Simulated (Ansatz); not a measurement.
# Eu in the bcc (W type) structure (space group Im-3m, No. 229; ferromagnetic)

```
Eu
1.0
   -2.11648     2.11648     2.11648
    2.11648    -2.11648     2.11648
    2.11648     2.11648    -2.11648
Eu
1
Cartesian
  0.00000   0.00000   0.00000
```

All numbers come from PBEsol (Ansatz, a first-principles code), spin-orbit coupling left out, earlier PAW set. k-mesh 15×15×15 (Γ-centred); smearing 0.05 eV (Fermi–Dirac).

| Item | Value |
|---|---|
| Volume per atom | 37.92 Å³ |
| Density | 6.65 g/cm³ |
| Band gap | zero |
| Magnetic state | ferromagnetic |
| Total energy | -8664.817 eV/atom (σ→0; compares only within this code and set-up) |

Other magnetic orders, which the real material may have, were not ruled out. The state of the 4f shell was not checked for lower solutions. Stability against distortions was not tested.
